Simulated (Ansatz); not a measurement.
Worked example: self-consistent single point of BeSe (F-43m, 2 atoms in the cell) in Ansatz (a quantum-chemistry and plane-wave program).

Method of the run: PBE, norm-conserving files (source: ansatz) (plane waves; Ansatz).

```yaml
crystal:
  lattice:
    - [0.00000, 2.55715, 2.55715]
    - [2.55715, 0.00000, 2.55715]
    - [2.55715, 2.55715, 0.00000]
  atoms:
    - { symbol: Be, position: [0.00000, 0.00000, 0.00000] }
    - { symbol: Se, position: [0.25000, 0.25000, 0.25000] }
```

Reference input (self-consistent single point, DFT, PBE, plane waves, default PAW files): basis.ecutwfc = 30.9 Ry; kpoints.mp_grid.grid = 8 8 8; hamiltonian.xc = pbe; hamiltonian.pseudopotentials = {kind: paw} (the program's default PAW files); scf.occupations.method = fermi_dirac; scf.occupations.width = 0.0015 Ry. This run's input differs from it in these lines:

Ansatz 0.2 input:
```diff
@@ -10,3 +10,3 @@
 basis:
-  ecutwfc: 30.9 Ry
+  ecutwfc: 92.6 Ry
 kpoints:
@@ -15,3 +15,3 @@
   xc: pbe
-  pseudopotentials: { kind: paw }
+  pseudopotentials: { kind: nc, source: ansatz }
 scf:
```

Output, abridged:

```
SCF iter   1: F=—  HF=-3692.130801 eV  |F-HF|=—  |Δ(HF+E_count)|=         —  Δρ=4.62e-2  dr2=7.57e-1  ethr=3.10e-3  ⟨swp⟩=6.0  Hψ=2659  notcnv=0
all-band conjugate gradients solve this SCF's bands
preconditioner: auto → none
SCF iter   2: F=—  HF=-3691.896745 eV  |F-HF|=—  |Δ(HF+E_count)|=   2.34e-1  Δρ=1.80e-2  dr2=8.42e-2  ethr=3.10e-3  ⟨swp⟩=3.0  Hψ=828  notcnv=0
SCF iter   3: F=—  HF=-3691.885213 eV  |F-HF|=—  |Δ(HF+E_count)|=   1.15e-2  Δρ=5.02e-3  dr2=3.59e-3  ethr=4.21e-4  ⟨swp⟩=2.8  Hψ=666  notcnv=0
SCF iter   4: F=—  HF=-3691.886119 eV  |F-HF|=—  |Δ(HF+E_count)|=   9.06e-4  Δρ=1.39e-3  dr2=2.27e-4  ethr=1.79e-5  ⟨swp⟩=2.4  Hψ=648  notcnv=0
SCF iter   5: F=—  HF=-3691.886235 eV  |F-HF|=—  |Δ(HF+E_count)|=   1.16e-4  Δρ=9.00e-5  dr2=1.01e-6  ethr=1.13e-6  ⟨swp⟩=2.0  Hψ=507  notcnv=0
SCF iter   6: F=—  HF=-3691.886324 eV  |F-HF|=—  |Δ(HF+E_count)|=   8.85e-5  Δρ=1.87e-5  dr2=2.54e-8  ethr=5.00e-10  ⟨swp⟩=8.7  Hψ=2382  notcnv=0
SCF iter   7: F=-3691.886324 eV  HF=-3691.886324 eV  |F-HF|=1.56e-10  |Δ(HF+E_count)|=   5.01e-9  Δρ=2.48e-6  dr2=6.46e-10  ethr=1.27e-10  ⟨swp⟩=2.2  Hψ=1485  notcnv=0
SCF 1 converged in 7 iterations: F = -3691.886324 eV  dr2 = 6.46e-10
Free energy (F): -3691.886324 eV
Internal energy: -3691.886324 eV  (E = F + TS)
E sigma→0 (E₀):  -3691.886324 eV
Fermi energy:    9.033792 eV
--- Forces (eV/Å), atoms counted from 1 ---
  atom   1  Be     0.00000000    -0.00000000    -0.00000000
  atom   2  Se    -0.00000000    -0.00000000    -0.00000000
--- Stress (GPa, compression-positive) ---
        2.976115      -0.000000      -0.000000
       -0.000000       2.976115       0.000000
       -0.000000       0.000000       2.976115
  P = ⅓ Tr σ = 2.9761 GPa (29.761 kbar)
  The stress holds the Pulay correction. Without it, at fixed plane waves, as pw.x and ABINIT print it: P = -1.4546 GPa
```

The run converged in 7 iterations. Against the reference run the pressure moves little (2.99 to 2.98 GPa) and the gap on the mesh moves little (2.595 to 2.598 eV).

The starting cell has typed, rounded lattice constants, without a prior relaxation at this level. Its lattice was rescaled by up to half a per cent. Ansatz's pressure includes its estimate of the finite-basis (Pulay) stress. Without the estimate this run gives -1.45 GPa. The cutoff lies below the one recommended for these files.
